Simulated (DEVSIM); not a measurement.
Structure: abrupt Si n-p junction, at 300 K.

```
layer (left to right)  material  thickness (μm)  Nd (cm⁻³)  Na (cm⁻³)   τn (s)   τp (s)
---------------------  --------  --------------  ---------  ---------  -------  -------
1                            Si            1.40     1.7e17          -  0.00018  0.00018
2                            Si            2.80          -     1.6e15  0.00018  0.00018
```

Left contact: ohmic. Right contact: ohmic. Voltage is applied to the left contact. Recombination: SRH at mid-gap. Mobility is μmin + (μ − μmin)/(1 + (N/Nref)^α).

This is a model device: material constants are rounded textbook-type values typed into the input, and sizes, dopings and lifetimes were drawn at random. Values at 300 K.

```
parameter           Si
-------------  -------
gap (eV)         1.124
affinity (eV)     4.05
permittivity      11.7
Nc (cm⁻³)      2.86e19
Nv (cm⁻³)       3.1e19
μn (cm²/Vs)       1417
μp (cm²/Vs)        470
μn,min              52
μp,min              45
Nref,n          9.7e16
Nref,p          2.2e17
αn                0.68
αp                0.72
```

DEVSIM, 1D drift-diffusion, Boltzmann statistics, complete ionisation; no tunnelling, impact ionisation, image-force lowering or self-heating.

**Question.** Tabulate band edges, carrier densities and field at zero bias.

**Answer.** Energies count from the Fermi level of the right contact; mesh points crowd at the junctions.

```csv
x (μm),Ec (eV),Ev (eV),n (cm⁻³),p (cm⁻³),field (V/cm)
0.000,0.133,-0.992,1.7e17,680,≈ 0
0.02186,0.133,-0.992,1.7e17,680,≈ 0
0.06643,0.133,-0.992,1.7e17,680,≈ 0
0.1466,0.133,-0.992,1.7e17,680,≈ 0
0.3831,0.133,-0.992,1.7e17,680,≈ 0
0.7280,0.133,-0.992,1.7e17,680,≈ 0
1.068,0.133,-0.992,1.7e17,680,≈ 0
1.269,0.133,-0.992,1.7e17,680,≈ 0
1.345,0.133,-0.991,1.7e17,690,160
1.382,0.139,-0.985,1.3e17,880,6400
1.402,0.171,-0.953,3.9e16,3000,25000
1.440,0.246,-0.878,2.1e15,55000,18000
1.502,0.349,-0.775,3.9e13,3000000,16000
1.616,0.511,-0.613,7.4e10,1.6e9,13000
1.956,0.805,-0.319,870000,1.3e14,4500
2.479,0.868,-0.256,74000,1.6e15,58
3.232,0.869,-0.255,73000,1.6e15,≈ 0
3.722,0.869,-0.255,73000,1.6e15,≈ 0
4.017,0.869,-0.255,73000,1.6e15,≈ 0
4.115,0.869,-0.255,73000,1.6e15,≈ 0
4.167,0.869,-0.255,73000,1.6e15,≈ 0
4.200,0.869,-0.255,73000,1.6e15,≈ 0
```
